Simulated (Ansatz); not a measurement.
**Point defect Cu interstitial in rock-salt TiC**

Method: PBE, PAW (plane waves to 420 eV; Ansatz, a first-principles code). Set-up: 64-site cell; 4×4×4 shifted k-points; start: void with 4C4Ti nearest; no Hubbard U; energies good to tenths of an eV; the relaxation kept the symmetry of the starting site; relaxed from one start, so a lower configuration may exist.

Neighbours after relaxation, in Å: of the Cu atom: C 1.94, C 1.94, C 1.94, C 1.94.

The name describes the start; the neighbours show where the added atom ended.

```csv
charge,moment (μB),point group,largest move off a lattice site (Å)
0,quenched,Td,0.31
```

Point groups are those of the whole cell at tolerances of 0.03 and 0.1 Å ("near" where only the looser one holds); none is given for unsettled states.

Starting moments that weren't kept: charge 0 began with 1 μB and ended with 0.0.
